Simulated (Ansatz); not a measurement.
Take GaN in the zinc blende structure (space group F-43m, No. 216; a = 4.455 Å) as the base.

Method: LDA (Ansatz, an electronic-structure program), no spin-orbit coupling.

One change was made to it. Results:

```csv
quantity,base,after
"valley order (the lowest conduction-band minima on the path, energy above the VBM, named in the base's zone)",Γ 1.96 eV; X along ⟨100⟩ 3.27 eV,Γ 2.02 eV; X along ⟨100⟩ 3.27 eV
"hole mass (degenerate bands, along [100])","0.18, 0.85, 0.85 mₑ (at Γ)","0.19, 0.84, 0.84 mₑ (at Γ)"
volume per atom,11.06 Å³,10.94 Å³
```

**Question.** Which of these changes matches the shifts?
(A) pressure 2.1 GPa
(B) pressure 9 GPa
(C) pressure −2 GPa

**Answer.** A, pressure 2.1 GPa. For comparison, the valley order in the other runs: pressure 9 GPa gives Γ 2.22 eV; X along ⟨100⟩ 3.28 eV; pressure −2 GPa gives Γ 1.89 eV; X along ⟨100⟩ 3.26 eV.

The levels and masses belong to the bands next to the band gap. Load acts through the strain it causes; cell and atoms are relaxed under it. Effective masses come from finite differences of ±0.01 Å⁻¹. Whether these cells are dynamically stable was not tested. Tetrahedral semiconductors of this kind turn to denser phases somewhere between about 1 and 50 GPa; those were not computed, so compressed cells here can lie past the real transition. This is not the structure that GaN has at room temperature and ambient pressure.
